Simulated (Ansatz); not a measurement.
## Zone-centre phonon calculation of HfW₂ (Fd-3m, 6 atoms in the cell) at several settings

```xyz
6
Lattice="0.0000 3.7912 3.7912 3.7912 0.0000 3.7912 3.7912 3.7912 0.0000" Properties=species:S:1:pos:R:3 pbc="T T T"
Hf     0.0000     0.0000     0.0000
Hf     1.8956     1.8956     1.8956
W      4.7391     4.7391     4.7391
W      4.7391     2.8434     2.8434
W      2.8434     2.8434     4.7391
W      2.8434     4.7391     2.8434
```

Base: PBEsol, default PAW files made with PBE (Ansatz, a quantum-chemistry and plane-wave program). Its settings: basis.ecutwfc = 30.9 Ry; kpoints.mp_grid.grid = 6 6 6; hamiltonian.xc = pbesol; hamiltonian.pseudopotentials = {kind: paw} (the program's default PAW files); scf.occupations.method = fermi_dirac; scf.occupations.width = 0.0073 Ry. Starting volume 18.16 Å³ per atom.

Each line gives the change from the base single point and the result:

- hamiltonian.xc: pbesol → lda; phonons.method: default → dfpt [DFT, LDA (PW92), plane waves, default PAW files made with PBE]: zone-centre frequencies (cm⁻¹; negative means imaginary) 0, 0, 0, 123, 123, 123, 136, 136, 136, 137, 137, 137, 164, 164, 197, 197, 197, 257.
- kpoints.mp_grid.grid: 6 6 6 → 3 3 3; hamiltonian.xc: pbesol → lda; phonons.method: default → dfpt [DFT, LDA (PW92), plane waves, default PAW files made with PBE]: zone-centre frequencies (cm⁻¹; negative means imaginary) 0, 0, 0, 118, 118, 118, 125, 125, 125, 129, 129, 129, 155, 155, 194, 194, 194, 262.

The starting cell comes from a database of published, mostly measured structures (it also holds non-ambient and calculated ones), without a prior relaxation at this level. Spin polarisation is off. In the base run, with a pressure of about -4 GPa the cell is away from its equilibrium volume at this level.

Frequencies and response belong to this unrelaxed cell, and polar modes hold no LO-TO splitting.

Left out of this page: 1 run of the series outside the window shown, repeating another row's setting, or not comparable.

Keys are those of Ansatz 0.2.
